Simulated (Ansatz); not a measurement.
Consider MgSe in the rock salt structure (space group Fm-3m, No. 225; a = 5.449 Å).

Levels (all Ansatz, a first-principles code, PAW, earlier PAW set): PBEsol (420 eV, spin-orbit coupling left out); r2SCAN (500 eV, no SOC).

Its gap is 1.78 eV with PBEsol and 2.51 eV with r2SCAN.

It is then changed as follows: S takes the place of Se on all its sites, then cell and atoms are relaxed.

With PBEsol the gap becomes 2.73 eV.

Question: If the r2SCAN correction stayed the same, what would the r2SCAN gap be, and what does the r2SCAN run give?

Answer: A rigid correction of +0.73 eV gives 3.46 eV. The r2SCAN run gives 3.50 eV, so the correction itself changes by +0.04 eV.

Single points use the geometry relaxed with PBEsol. Stability against distortions was not tested.
